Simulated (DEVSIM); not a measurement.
Device: Ni/Si3N4/SiO2/p-Si capacitor, at 300 K.

Layer 1 from the left is Si3N4, thickness (nm) 25.0. Layer 2 from the left is SiO2, thickness (nm) 1.30. Layer 3 from the left is Si, thickness (nm) 4500, Na (cm⁻³) 1.6e16.

Metal gate on the left, work function 5.1 eV. Fixed charge at the semiconductor interface -8.4e11 cm⁻² (in units of +e); no interface traps.

Constants are typed, rounded textbook-type inputs, not results; the design itself was drawn at random and stands for no fabricated device. Values at 300 K.

Si3N4: gap (eV) 5.1, affinity (eV) 2.1, permittivity 7.5. SiO2: gap (eV) 9, affinity (eV) 0.9, permittivity 3.9. Si: gap (eV) 1.124, affinity (eV) 4.05, permittivity 11.7, Nc (cm⁻³) 2.86e19, Nv (cm⁻³) 3.1e19.

Question: Estimate by hand the flat-band voltage, the threshold voltage, and compare with a numerical solution.

Answer: 
- Flat-band voltage: C = 0.241 μF/cm², work-function difference 0.122 V; VFB = φms − qNf/C = 0.68 V; numerical 0.68 V.
- Threshold voltage: φF = 0.367 V, depletion charge √(4εqNφF) = 6.25e-8 C/cm²; VT = VFB + 2φF + Qd/C = 1.67 V; numerical 1.67 V.

Model (solved in DEVSIM): 1D Poisson equation in equilibrium, Boltzmann statistics, complete ionisation; no quantum confinement or tunnelling. Metal contacts follow the ideal Schottky-Mott rule: no Fermi-level pinning, no interface dipoles.
